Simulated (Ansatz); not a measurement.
## What pressure −1 GPa does to CsCl

Consider CsCl in the CsCl type structure (space group Pm-3m, No. 221; a = 4.205 Å).

The change: a negative pressure, −1 GPa.

The values are results of Kohn–Sham DFT with the PBE functional, run in Ansatz (an electronic-structure program) with PAW and 420 eV plane waves, no spin-orbit coupling, not measurements. Settings: 8×8×8 k-points, 0.05 eV Fermi–Dirac smearing.

The volume per atom rises by 3.322 Å³, from 37.18 Å³ to 40.51 Å³ and the lattice parameter a goes up by 0.122 Å to 4.327 Å. The shortest interatomic distance increases by 0.105 Å, from 3.642 Å to 3.747 Å and the band gap decreases by 0.34 eV (5.01 eV → 4.67 eV). The gap character stays direct at Γ and the mean gap deformation potential ΔEg/Δln V is -4.0 eV. The width of the top valence band drops by 0.17 eV (0.95 eV → 0.78 eV) and the electron mass goes from 0.36 mₑ (at Γ) to 0.38 mₑ (at Γ). The valley order (the lowest conduction-band minima on the path, energy above the VBM, named in the base's zone) becomes Γ 4.67 eV; M along ⟨110⟩ 5.78 eV (base: Γ 5.01 eV; M along ⟨110⟩ 5.89 eV).

Load acts through the strain it causes; cell and atoms are relaxed under it. Masses are band curvatures over ±0.01 Å⁻¹ around the edge. Stability against distortions was not tested.
